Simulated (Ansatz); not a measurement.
For CsSnBr3 (Pm-3m, No. 221, 5 atoms in the cell; start mp-27214), LDA in Ansatz (PAW) gives:

```
Item                        Value
-------------------  ------------
lattice parameter a       5.665 Å
cohesive energy      3.35 eV/atom
band gap                  0.00 eV
```

What does HSE06 (Ansatz, an electronic-structure program, PAW) give for the same quantities?


- lattice constant a: 5.869 Å (grows by 3.6 %)
- cohesive energy: 2.79 eV/atom (decreases by 0.56 eV/atom)
- band gap: 1.02 eV (grows by 1.02 eV)

Changes are worked out from the printed values.

Unless a cell is named, each level is at its own relaxed cell (LDA 36.37, HSE06 40.43 Å³/atom).

Levels without +SOC leave out spin–orbit coupling, which shifts energies and cells of such heavy elements.

Levels without +SOC have no spin–orbit coupling; where heavier elements are present it shifts gaps, mostly down, and can invert bands. A gap of zero means that the bands touch or overlap. Density-functional gaps are differences of (generalised) Kohn–Sham levels.

Caveats: the relaxation could not lower the start's symmetry, so the cell can be a saddle point above a distorted one (LDA, HSE06). Ansatz's density-functional and Hartree–Fock values are scalar-relativistic unless marked +SOC, with PAW data made under PBE.

A start named mp-… is a Materials Project structure, which need not be a measured phase.
